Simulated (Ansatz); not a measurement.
Start from TiAl₂O₅ (space group Cmcm, No. 63; a = 3.604 Å, b = 9.360 Å, c = 9.642 Å; a cell from a computed database, its experimental status unchecked).

Calculations: Kohn–Sham DFT with the PBEsol functional, run in Ansatz (an electronic-structure program) with PAW and 420 eV plane waves, no spin-orbit coupling.

For the base:

| Item | Result |
|---|---|
| Valence-band top at Γ | 0.00, -0.35, -0.49 eV |
| Hole mass | 2.1 mₑ along a, 1.0 mₑ along b, 0.56 mₑ along c (at Γ) |
| Volume per atom | 10.16 Å³ |

Perturbation: a negative pressure, −1 GPa.

Task: What does the calculation give for the valence-band top at Γ after the change?

Result: The valence-band top at Γ (three highest levels, from the VBM) goes from 0.00, -0.35, -0.49 eV to 0.00, -0.34, -0.49 eV.

Task: What happens to the hole mass?

Result: The hole mass changes from 2.1 mₑ along a, 1.0 mₑ along b, 0.56 mₑ along c (at Γ) to 2.6 mₑ along a, 1.2 mₑ along b, 0.59 mₑ along c (at Γ).

Task: How does this affect the volume per atom?

Result: The volume per atom increases by 0.053 Å³ to 10.22 Å³.

The levels and masses belong to the bands next to the band gap. Load acts through the strain it causes; cell and atoms are relaxed under it. Masses are band curvatures over ±0.01 Å⁻¹ around the edge. Whether these cells are dynamically stable was not tested. All final runs are without spin polarisation.
